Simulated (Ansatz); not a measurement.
This Ansatz (an electronic-structure program) input is the reference run, PbTe in the rock salt structure (space group Fm-3m, No. 225), computed with plane-wave PAW DFT at the r2SCAN level (Ansatz, 500 eV), no spin-orbit coupling:

Ansatz 0.2 input:
```yaml
crystal:
  lattice:
    - [0, 3.2671501703, 3.2671501703]
    - [3.2671501703, 0, 3.2671501703]
    - [3.2671501703, 3.2671501703, 0]
  atoms:
    - { symbol: Te, position: [0.5, 0.5, 0.5] }
    - { symbol: Pb, position: [0, 0, 0] }
basis: { ecutwfc: 500, ecutrho_ratio: 4, xc_grid: 4, fft_grid_basis: typed }
kpoints: { mp_grid: { grid: [9, 9, 9] } }
hamiltonian:
  xc: r2scan
  dispersion: none
  pseudopotentials: { kind: paw }
scf: { occupations: { method: fermi_dirac, width: 0.05 }, convergence: { dr2_threshold: 0.0000000002 } }
output: { forces: true, stress: true }
checkpoint: { write: state.ck, write_every: 1000 }
```

### Question
Write the input for this change: biaxial strain −1.67 %, plane normal [111], relaxed out of plane (Cartesian); in-plane vectors clamped, the third vector and the atoms free.

### Answer
Ansatz 0.2 input:
```yaml
crystal:
  lattice:
    - [4.5432865982, 0, 0]
    - [2.2716432991, 3.9346016107, 0]
    - [2.2716432991, -1.3115338702, 3.8040811041]
  atoms:
    - { symbol: Te, position: [0, 0.5, 0.5] }
    - { symbol: Pb, position: [0, 0, 0] }
basis: { ecutwfc: 500, ecutrho_ratio: 4, xc_grid: 4, fft_grid_basis: typed }
kpoints: { mp_grid: { grid: [9, 9, 9] } }
hamiltonian:
  xc: r2scan
  dispersion: none
  pseudopotentials: { kind: paw }
scf: { occupations: { method: fermi_dirac, width: 0.05 } }
relax: { f_tol: 0.005, max_steps: 50, cell: { stress_tol: 0.01, fix: [a, b, gamma] } }
output: { forces: true, stress: true }
checkpoint: { write: state.ck, write_every: 1000 }
```
This is the input that was run; other choices of cell and start would serve too.

Stability against distortions was not tested.
